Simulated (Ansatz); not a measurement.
Take Pt in the fcc (Cu type) structure (space group Fm-3m, No. 225; a = 3.9198 Å; relaxed with 0.1 eV smearing) as the base. Axes: x, y, z lie along the cube axes.

Structures relaxed with plane-wave PAW DFT at the PBEsol level (Ansatz, a first-principles code, 420 eV), without spin-orbit coupling.

Base:

Simulated powder pattern, Co Kα, λ = 1.79026 Å (kinematic, ideal powder, no thermal factors, no anomalous dispersion; the 10 strongest lines at most, above 2 %, up to 2θ = 90°):

| 2θ (°) | I/Imax (%) | hkl |
|---|---|---|
| 46.60 | 100 | (111) |
| 54.35 | 49 | (200) |
| 80.47 | 34 | (220) |

One thing is altered: compressive biaxial strain of 0.50 % in the plane normal to [001], as in epitaxy on a mismatched substrate; the out-of-plane cell vector and the atoms relax.

After the change:

Simulated powder pattern, Co Kα, λ = 1.79026 Å (kinematic, ideal powder, no thermal factors, no anomalous dispersion; the 10 strongest lines at most, above 2 %, up to 2θ = 90°):

```
2θ (°)  d (Å)  I/Imax (%)    hkl
------  -----  ----------  -----
46.65   2.261         100  (111)
53.95   1.974          17  (002)
54.65   1.950          32  (200)
80.38   1.387          22  (202)
80.96   1.379          11  (220)
```

The indices refer to the base's conventional cell; one index is shown for lines that coincide. The space group is now I4/mmm (No. 139).

Whether these cells are dynamically stable was not tested. The final runs are not spin-polarised.
